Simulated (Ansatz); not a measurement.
# How the band gap of BN (model structure, within 0.1 Å of P6/mmm, No. 191, 6 atoms in the cell) moves with the method

No measured value is used here.

```json
[
 {"level (code)": "LDA (Ansatz)", "value (eV)": "2.40 (indirect)"},
 {"level (code)": "PBEsol (Ansatz)", "value (eV)": "2.50 (indirect)"},
 {"level (code)": "r²SCAN (Ansatz)", "value (eV)": "2.97 (indirect)"},
 {"level (code)": "PBE0 (Ansatz)", "value (eV)": "4.42 (indirect)"},
 {"level (code)": "r²SCAN0 (Ansatz)", "value (eV)": "4.68 (indirect)"}
]
```

Computed values are for a static lattice.  Values are at the PBE-D3(BJ) cell. Cutoffs and k meshes differ between the levels. Ansatz's density-functional and Hartree–Fock values are scalar-relativistic unless marked +SOC, with PAW data made under PBE.

A model structure was made by putting elements into a prototype or built by hand; it is no filed structure, need not be a known phase, and can be a saddle point held by its symmetry.

Ansatz is a first-principles code.
